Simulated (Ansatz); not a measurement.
The reference is GaN in the zinc blende structure (space group F-43m, No. 216).

```
CELL_PARAMETERS angstrom
      0.00000     2.24904     2.24904
      2.24904     0.00000     2.24904
      2.24904     2.24904     0.00000
ATOMIC_POSITIONS crystal
  Ga 0.00000 0.00000 0.00000
  N  0.25000 0.25000 0.25000
```

Cartesian axes are those of the cell as printed.

Level of theory: Kohn–Sham DFT with the PBEsol functional, run in Ansatz (a program for electronic structure) with PAW and 420 eV plane waves, spin-orbit coupling left out.

Strains are applied to the cell and any free atomic positions relax; under biaxial strain the out-of-plane vector relaxes too.

One change was made to it. Results:

The energy goes up by 0.6 meV/atom; the pressure (mean of the normal stresses, compression positive) goes from zero to 12.5 kbar; the shortest interatomic distance shrinks by 0.0052 Å (1.948 Å → 1.942 Å).

**Question.** What was done to the base?
A) biaxial strain −0.42 %, plane normal [111], relaxed out of plane
B) biaxial strain +0.42 %, plane normal [111], relaxed out of plane
C) biaxial strain −2.50 %, plane normal [111], relaxed out of plane

**Answer.** A, biaxial strain −0.42 %, plane normal [111], relaxed out of plane. For comparison, the pressure in the other runs: biaxial strain +0.42 %, plane normal [111], relaxed out of plane gives -12.1 kbar; biaxial strain −2.50 %, plane normal [111], relaxed out of plane gives 79.8 kbar.

Stability against distortions was not tested. This is not the structure that GaN has at room temperature and ambient pressure.
